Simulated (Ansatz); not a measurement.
Si (Cmcm, No. 63, 12 atoms in the cell; start mp-1095269; another form than the element's usual one), treated with LDA in Ansatz (plane waves, PAW).

Numerical settings: plane-wave cutoff 520 eV, 10×10×4 k mesh (along the axes of the cell as run), Fermi–Dirac smearing 0.01 eV, scalar-relativistic PAW data made under PBE.

Computed at the level's own relaxed cell.

```
Si
1.0
    1.89969    -5.32072     0.00000
    1.89969     5.32072     0.00000
    0.00000     0.00000    12.57057
Si
12
Direct
  0.75707   0.24293   0.44498
  0.24293   0.75707   0.55502
  0.24293   0.75707   0.94498
  0.75707   0.24293   0.05502
  0.42870   0.57130   0.65723
  0.57130   0.42870   0.34277
  0.57130   0.42870   0.15723
  0.42870   0.57130   0.84277
  0.97110   0.02890   0.40928
  0.02890   0.97110   0.59072
  0.02890   0.97110   0.90928
  0.97110   0.02890   0.09072
```

### Question
List the 34 lowest band energies at Γ above −25 eV (eV, relative to the valence band maximum), grouping those that round alike.

### Answer
At Γ: -12.25, -11.91, -10.67, -9.31, -8.79, -7.98, -6.99, -6.54, -6.22, -5.15, -5.03, -4.40, -3.88, -3.73, -2.58, -2.34, -1.88, -1.79, -1.67, -1.63, -1.31, -1.00, -0.54, -0.47, 0.53, 1.16, 1.23, 1.31, 1.73, 2.03, 2.28, 2.33, 3.22, 3.41.

A start named mp-… is a Materials Project structure, which need not be a measured phase.

Ansatz is a quantum-chemistry and plane-wave program.
